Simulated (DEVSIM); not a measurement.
Device: Co/HfO2/p-Si capacitor, at 500 K.

```tsv
layer (left to right)	material	thickness (nm)	Na (cm⁻³)
1	HfO2	25.0	-
2	Si	450	1.6e18
```

Metal gate on the left, work function 5 eV. Fixed charge at the semiconductor interface 6.8e10 cm⁻² (in units of +e); no interface traps.

Constants are typed, rounded textbook-type inputs, not results; the design itself was drawn at random and stands for no fabricated device. Values at 300 K; Nc and Nv go as T^1.5, mobilities as T to minus their exponent, the gap by Varshni's rule with the affinity fixed.

```tsv
parameter	HfO2	Si
gap (eV)	5.7	1.124
affinity (eV)	2.5	4.05
permittivity	22	11.7
Nc (cm⁻³)	-	2.86e19
Nv (cm⁻³)	-	3.1e19
Varshni α (eV/K)	-	0.000473
Varshni β (K)	-	636
```

Simulated with DEVSIM: 1D Poisson equation in equilibrium, Boltzmann statistics, complete ionisation; no quantum confinement or tunnelling. Metal contacts follow the ideal Schottky-Mott rule: no Fermi-level pinning, no interface dipoles.

Task: Give the band bending (positive: bands bend down) and minority sheet density.

Result: 
```json
[
 {"Vg (V)": "-1.2", "ψs (V)": "-0.153", "minority carriers (cm⁻²)": "< 1e8"},
 {"Vg (V)": "-0.6", "ψs (V)": "-0.102", "minority carriers (cm⁻²)": "< 1e8"},
 {"Vg (V)": "0", "ψs (V)": "-0.007", "minority carriers (cm⁻²)": "< 1e8"},
 {"Vg (V)": "0.6", "ψs (V)": "0.199", "minority carriers (cm⁻²)": "< 1e8"},
 {"Vg (V)": "1.2", "ψs (V)": "0.521", "minority carriers (cm⁻²)": "7.9e8"},
 {"Vg (V)": "1.8", "ψs (V)": "0.822", "minority carriers (cm⁻²)": "6.1e11"},
 {"Vg (V)": "2.4", "ψs (V)": "0.902", "minority carriers (cm⁻²)": "3.0e12"}
]
```
